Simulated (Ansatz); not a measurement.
Ansatz (an electronic-structure program) run on CuTe (P6_3mc, 4 atoms in the cell): self-consistent single point

Level of theory: PBE (plane waves, PAW; Ansatz).

The input file:

Ansatz 0.2 input:
```yaml
crystal:
  lattice:
    - [4.083824, 0.000000, 0.000000]
    - [-2.041912, 3.536695, 0.000000]
    - [0.000000, 0.000000, 6.688361]
  atoms:
    - { symbol: Cu, position: [0.666667, 0.333333, 0.000000] }
    - { symbol: Cu, position: [0.333333, 0.666667, 0.500000] }
    - { symbol: Te, position: [0.666667, 0.333333, 0.625200] }
    - { symbol: Te, position: [0.333333, 0.666667, 0.125200] }
kpoints:
  mp_grid: { grid: [5, 5, 3] }
hamiltonian:
  xc: pbe
  pseudopotentials: { kind: paw }
scf:
  occupations: { method: cold, width: 0.272 eV }
output:
  forces: true
  eigenvalues: true
  stress: true
```

Log, with long lists cut:

```
WARN the atoms were moved onto the symmetric positions of the space group found under crystal.symmetry.tolerance 1.0e-5 (fractional …
WARN basis.ecutwfc = 420 eV, the default
WARN ansatz: RAYON_NUM_THREADS=1 ignored (pool sized by the plan → 1); use --threads N
Pseudopotentials: kind: paw
Pseudopotential: Cu, paw, valence charge 19
Pseudopotential: Te, paw, valence charge 16
Crystal: 4 atoms, lattice volume = 96.602 Å³
Basis set: ecut = 420 eV, 1859 PW (Γ), exchange–correlation on 60×60×90 points (8 copies of the dense FFT grid, shifted against one another)
Bands: 42, of which v1, the nominal top of the filled ones, is band 35 counted from 1 (34 counted from 0)
Symmetry: 12 space group operations
Space group: P63mc (ITA 186), of the structure as read, at distance tolerance 4.6e-5 Å
k-points: 10 of 75 (time reversal used)
Initial density: superposition of atomic densities (neutral atoms: chi_scale 0, normalization atom), corrected by the library's trained network
Initial wavefunctions: pseudopotential atomic-orbital guess
Eigensolver: davidson
Functional: x = pbe(κ = 0.804, μ = 0.2195149727645171), c = pbe(β = 0.06672455060314922)
SCF iter   1: F=—  HF=-27210.155546 eV  |F-HF|=—  |Δ(HF+E_count)|=         —  Δρ=8.67e-4  dr2=5.31e-4  ethr=1.77e-3  ⟨swp⟩=6.9  Hψ=1696  notcnv=0
all-band conjugate gradients solve this SCF's bands
preconditioner: auto → LDOS
SCF iter   2: F=—  HF=-27210.156355 eV  |F-HF|=—  |Δ(HF+E_count)|=   8.09e-4  S|Δr|=    0.00e0  Δρ=4.22e-4  dr2=2.49e-4  ethr=7.59e-7  ⟨swp⟩=3.0  Hψ=999  notcnv=0
SCF iter   3: F=—  HF=-27210.156309 eV  |F-HF|=—  |Δ(HF+E_count)|=   4.57e-5  S|Δr|=    0.00e0  Δρ=3.97e-4  dr2=1.22e-4  ethr=3.56e-7  ⟨swp⟩=2.0  Hψ=669  notcnv=0
SCF iter   4: F=—  HF=-27210.156292 eV  |F-HF|=—  |Δ(HF+E_count)|=   1.67e-5  S|Δr|=    0.00e0  Δρ=1.29e-4  dr2=1.58e-5  ethr=1.74e-7  ⟨swp⟩=2.0  Hψ=531  notcnv=0
SCF iter   5: F=—  HF=-27210.156300 eV  |F-HF|=—  |Δ(HF+E_count)|=   7.88e-6  S|Δr|=    0.00e0  Δρ=1.24e-4  dr2=1.38e-5  ethr=2.26e-8  ⟨swp⟩=2.0  Hψ=732  notcnv=0
SCF iter   6: F=—  HF=-27210.156298 eV  |F-HF|=—  |Δ(HF+E_count)|=   1.86e-6  S|Δr|=    0.00e0  Δρ=9.18e-5  dr2=6.00e-6  ethr=1.97e-8  ⟨swp⟩=2.0  Hψ=659  notcnv=0
SCF iter   7: F=—  HF=-27210.156297 eV  |F-HF|=—  |Δ(HF+E_count)|=   9.13e-7  S|Δr|=    0.00e0  Δρ=4.02e-5  dr2=1.13e-6  ethr=8.57e-9  ⟨swp⟩=2.1  Hψ=534  notcnv=0
SCF iter   8: F=-27210.156297 eV  HF=-27210.156297 eV  |F-HF|=7.43e-8  |Δ(HF+E_count)|=   2.05e-7  S|Δr|=    0.00e0  Δρ=8.95e-6  dr2=8.44e-8  ethr=1.43e-10  ⟨swp⟩=8.6  Hψ=1966  notcnv=0
SCF 1 converged in 8 iterations: F = -27210.156297 eV  dr2 = 8.44e-8
SCF converged after 8 iterations
Stability not checked (fill_not_monotonic)
Free energy (F): -27210.156297 eV
Harris-Foulkes:  -27210.156297 eV  (|F-HF|=7.43e-8)
Internal energy: -27210.141091 eV  (E = F + TS)
E sigma→0 (E₀):  -27210.151228 eV
Entropy (-TS):   -0.015206 eV (-3.801 meV/atom)
Fermi energy:    9.437760 eV
--- Per-component energies (eV) ---
  E_band       = -1483.402940
  E_kinetic    = 961.825886
  E_local      = -13509.550907  (includes V_loc(G=0)·N_el)
  E_nonlocal   = 162.598581
  E_hartree    = 6504.713516
  E_xc         = -427.052250
  E_vxc        = -438.652657  (∫ρ·V_xc dr)
  E_paw        = -12653.649210  (= ΣΔE_a)
  E_vpaw       = -1669.015571  (= ΣTr[D̂ρ^β])
  E_aug_tail   = 0.000145  (compensation charges beyond the density's cutoff)
  E_ewald      = -8249.026851
  E_smearing   = -0.015206  (= −TS)
  E_closure    = 0.000000  (closes the sum)
  Σ components = -27210.156297   (vs F -27210.156297, Δ=0.00e0)
--- Forces (eV/Å), atoms counted from 1 ---
  atom   1  Cu    -0.00000000     0.00000000    -0.10372644
  atom   2  Cu     0.00000000    -0.00000000    -0.10372644
  atom   3  Te     0.00000000     0.00000000     0.10372996
  atom   4  Te     0.00000000    -0.00000000     0.10372996
  max |Σ_I F_I| component: 7.04e-6 eV/Å
--- Stress (GPa, compression-positive) ---
        4.275192       0.000000       0.000000
       -0.000000       4.275192      -0.000000
        0.000000      -0.000000       4.610538
  P = ⅓ Tr σ = 4.3870 GPa (43.870 kbar)
  The stress holds the Pulay correction. Without it, at fixed plane waves, as pw.x and ABINIT print it: P = 4.3426 GPa
--- Band table (eV; the first three rows and the last of 10) ---
  k-point 0: bands = ["-103.0404", "-103.0404", "-60.4207", "-60.4207", "-60.4207", "-60.4207", "-60.4112", "-60.4111", "-27.0875", "-27.0875", "-27.0874", "-27.0874", "-27.0748", "-27.0745", "-27.0656", "-27.0656", "-27.0635", "-27.0635", [...]
  k-point 1: bands = ["-103.0405", "-103.0405", "-60.4207", "-60.4207", "-60.4207", "-60.4207", "-60.4112", "-60.4111", "-27.0875", "-27.0875", "-27.0874", "-27.0874", "-27.0747", "-27.0746", "-27.0651", "-27.0651", "-27.0640", "-27.0640", [...]
  k-point 2: bands = ["-103.0405", "-103.0405", "-60.4208", "-60.4208", "-60.4207", "-60.4207", "-60.4112", "-60.4111", "-27.0878", "-27.0876", "-27.0866", "-27.0865", "-27.0742", "-27.0740", "-27.0658", "-27.0656", "-27.0639", "-27.0633", [...]
  k-point 9: bands = ["-103.0405", "-103.0405", "-60.4208", "-60.4208", "-60.4208", "-60.4208", "-60.4111", "-60.4111", "-27.0874", "-27.0872", "-27.0855", "-27.0855", "-27.0731", "-27.0730", "-27.0655", "-27.0649", "-27.0647", "-27.0638", [...]
```

The run converged in 8 iterations.

The starting cell was generated: these elements placed on a structure prototype, without a prior relaxation; it need not be a known phase or ordering of this composition. Spin-orbit coupling is off. Spin polarisation is off. With a pressure of about 4 GPa the cell is away from its equilibrium volume at this level. Ansatz's pressure includes its estimate of the finite-basis (Pulay) stress. The run gives no clean gap (levels at the Fermi energy touch, overlap or are partly filled at this smearing), which alone does not show that the compound is a metal.
